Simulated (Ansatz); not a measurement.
Input:

```
CELL_PARAMETERS angstrom
      0.00000     3.44103     3.44103
      3.44103     0.00000     3.44103
      3.44103     3.44103     0.00000
ATOMIC_POSITIONS crystal
  Mg 0.25000 0.25000 0.25000
  Mg 0.75000 0.75000 0.75000
  Sn 0.00000 0.00000 0.00000
```

No spin polarisation.

The values are results of Kohn–Sham DFT with the PBEsol functional, run in Ansatz (a program for electronic structure) with PAW and 420 eV plane waves, no spin-orbit coupling, not measurements. Settings: 15×15×15 k-points, 0.1 eV Fermi–Dirac smearing.

**Question.** What band gap does the calculation give?

**Answer.** Zero.

**Question.** Estimate the space group.

**Answer.** Fm-3m (No. 225).

**Question.** Predict the pressure.

**Answer.** -2.3 GPa.

The cells carry an imposed strain or load. Stability against distortions was not tested. The cell was made from Mg2Sn (space group Fm-3m, No. 225) by this change: isotropic strain +2.00 %.
